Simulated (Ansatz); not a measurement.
# A computed series for WC: pressure series

The reference is WC (space group P-6m2, No. 187; a = 2.922 Å, c = 2.847 Å).

Cell and atoms are relaxed at each pressure.

All numbers come from Ansatz (a program for electronic structure) PBE, no spin-orbit coupling.

| pressure (GPa) | volume per atom (Å³/atom) |
|---|---|
| -1 | 10.552 |
| 0 | 10.525 |
| 1.8 | ? |
| 4.2 | 10.413 |
| 9 | 10.291 |
| 18 | 10.082 |
| 30 | 9.834 |
| 45 | 9.561 |
| 60 | 9.322 |

### Question
Fit the third-order Birch–Murnaghan form P(V) = (3B₀/2)[(V₀/V)^(7/3) − (V₀/V)^(5/3)]·[1 + (3/4)(B₀′ − 4)((V₀/V)^(2/3) − 1)] (squares taken in P) to the rows shown and predict the withheld row.

### Answer
Least squares on the printed values gives V₀ = 10.525 Å³/atom, B₀ = 383 GPa, B₀′ = 4.2; this predicts 10.476 Å³/atom, and the run gives 10.476 Å³/atom, in agreement.

Load acts through the strain it causes; cell and atoms are relaxed under it. No phonon test of stability was made. No other phases were tried under pressure. The final runs are not spin-polarised.
